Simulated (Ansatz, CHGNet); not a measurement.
**ZrSi₂ (Cmcm, No. 63): properties by level of theory**

Reference values: formation enthalpy -0.625 ± 0.02 eV/atom (measured, 298 K, copied from a table, unchecked, no zero-point or thermal correction; as tabulated in Wang et al. (2021), doi:10.1038/s41598-021-94550-5).

```tsv
level (code)	volume per atom (Å³/atom)	formation enthalpy (eV/atom)
CHGNet 0.3.0	…	-0.699
LDA (Ansatz)	16.02	-0.761
PBE-D4 (Ansatz)	…	-0.737
```

Complete the blanks.


- CHGNet 0.3.0, volume per atom (Å³/atom): 16.89
- PBE-D4 (Ansatz, an electronic-structure program), volume per atom (Å³/atom): 16.35

Machine-learned potentials (CHGNet 0.3.0) are trained on DFT data: a solid inside that data is no test of them.

Caveats: the energies of CHGNet 0.3.0 can hold anion corrections fitted to measured formation enthalpies (CHGNet 0.3.0); the relaxation could not lower the start's symmetry, so the cell can be a saddle point above a distorted one (CHGNet 0.3.0, LDA, PBE-D4). Ansatz's density-functional and Hartree–Fock values are scalar-relativistic unless marked +SOC, with PAW data made under PBE.

The computed numbers hold no vibrational or temperature effects.
